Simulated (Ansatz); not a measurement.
# What uniaxial strain ε_yy = +1.99 % does to Bi

Consider Bi (space group R-3m, No. 166; a = 4.473 Å, c = 11.266 Å (hexagonal axes); relaxed with 0.1 eV smearing). Axes: x lies along a and z along c of the hexagonal cell.

Now apply this change: the cell is stretched by 1.99 % along y with no lateral relaxation, atoms relaxed at fixed cell.

Computed with PBEsol-D3(BJ) (Ansatz, a quantum-chemistry and plane-wave program; PAW; 420 eV plane waves; spin-orbit coupling left out), earlier PAW set. Γ-centred 16×16×16 mesh, Fermi–Dirac width 0.1 eV.

* **Volume per atom**: 33.18 Å³ (base 32.53 Å³)
* **Energy relative to the base (free energy F)**: +3.1 meV/atom
* **Pressure (mean of the normal stresses, compression positive)**: -1.0 GPa (base 0.0 GPa)
* **Band gap**: zero (base zero)
* **Largest internal atomic displacement**: 0.024 Å
* **Stress (xx, yy, zz, yz, xz, xy; compression positive)**: (-0.7, -1.5, -0.7, -0.1, 0.0, 0.0) GPa

Final structure:

```
CELL_PARAMETERS angstrom
      2.23652     1.31695     3.75518
     -2.23652     1.31695     3.75518
      0.00000    -2.63391     3.75518
ATOMIC_POSITIONS crystal
  Bi 0.23654 0.23654 0.24535
  Bi 0.76346 0.76346 0.75465
```

With Bi present, leaving out spin-orbit coupling can change the band edges. Stability against distortions was not tested.
